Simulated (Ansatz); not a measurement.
System: fluorite HfO₂ (high-temperature phase). Method: HSE06 (plane waves, PAW; Ansatz, a quantum-chemistry and plane-wave program).

Numerical settings: plane-wave cutoff 520 eV, 8×8×8 k mesh, scalar-relativistic PAW data made under PBE.

Computed at the level's own relaxed cell.

Hill averages of the elastic tensor: K = 271.4 GPa, G = 126.8 GPa. Volume 10.770 Å³/atom, mean atomic mass 70.163 u.

Question: Work out the density, the sound velocities of a polycrystal and the elastic Debye temperature at this level.

Answer: ρ = 1.66054 × 70.163/10.770 = 10.818 g/cm³. v_l = √[(K + 4G/3)/ρ] = 6.381 km/s and v_t = √(G/ρ) = 3.424 km/s. The mean follows from 3/v_m³ = 1/v_l³ + 2/v_t³: v_m = 3.823 km/s. Θ_D = (ħ/k_B) v_m (6π²/V)^(1/3) = 76.38 K Å s/km × 3.823 × 1.7650 Å⁻¹ = 515 K, counting all atoms of the cell.

Note: symmetry holds this phase in the static calculation, where it need not be a minimum; held by symmetry at 0 K, a high-temperature phase can be a saddle point.
